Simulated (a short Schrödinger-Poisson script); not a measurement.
MOS inversion layer, SiO2 on p-type Si(100)

System: MOS inversion layer, SiO2 on p-type Si(100), at 300 K.

| layer | material | thickness (nm) | Na (cm⁻³) |
|---|---|---|---|
| 1 | SiO2 | 1 | - |
| 2 | Si | 1600 | 1.7e16 |

Constants are typed, rounded textbook-type inputs, not results; the design itself was drawn at random and stands for no fabricated device. SiO2: permittivity 3.9, conduction-band edge (eV) 3.15, gap (eV) 9, electron mass (mₑ) 0.5. Si: permittivity 11.7, conduction-band edge (eV) 0, gap (eV) 1.124, Nv at 300 K (cm⁻³) 3.1e19.

Channel valleys (confinement mass, in-plane density-of-states mass, number): Δ2 0.916, 0.19, 2; Δ4 0.19, 0.417, 4. At the gate the conduction-band edge of layer 1 lies 3.34 eV − eVg above the Fermi level of the channel; the field vanishes at the back. Gaps are held at their typed values at every temperature. Mesh 0.03 nm at interfaces.

Solved with a short Schrödinger-Poisson script written for these runs: 1D Poisson equation in equilibrium, electrons quantum, Hartree (BenDaniel-Duke, 12 states a valley, the channel's in-plane mass for all, wave functions ending at the dielectric), parabolic valleys, classical holes, full ionisation, no traps, pinning or gate leakage.

| Vg (V) | electrons (cm⁻²) | C (μF/cm²) | Δ2 E0 (meV) | Δ2 E1 (meV) | Δ4 E0 (meV) | Δ4 E1 (meV) |
|---|---|---|---|---|---|---|
| -0.05 | 3.80e8 | 0.0483 | 283.6 | 303.0 | 301.5 | 333.8 |
| 0.05 | 1.47e10 | 0.124 | 187.4 | 207.9 | 206.3 | 240.5 |
| 0.15 | 2.54e11 | 0.823 | 108.9 | 134.0 | 132.2 | 170.7 |
| 0.25 | 9.86e11 | 1.48 | 65.2 | 99.9 | 97.7 | 143.4 |
| 0.35 | 2.03e12 | 1.84 | 38.7 | 83.4 | 80.9 | 132.7 |
| 0.45 | 3.25e12 | 2.05 | 19.9 | 73.6 | 70.9 | 127.4 |
| 0.55 | 4.57e12 | 2.19 | 5.2 | 67.0 | 64.1 | 124.2 |
| 0.65 | 5.97e12 | 2.28 | -7.2 | 61.9 | 59.0 | 122.1 |
| 0.75 | 7.42e12 | 2.35 | -18.2 | 57.9 | 54.9 | 120.6 |
| 0.85 | 8.90e12 | 2.41 | -28.2 | 54.4 | 51.4 | 119.4 |
| 0.95 | 1.04e13 | 2.45 | -37.5 | 51.3 | 48.2 | 118.4 |

Subbands count from the Fermi level.
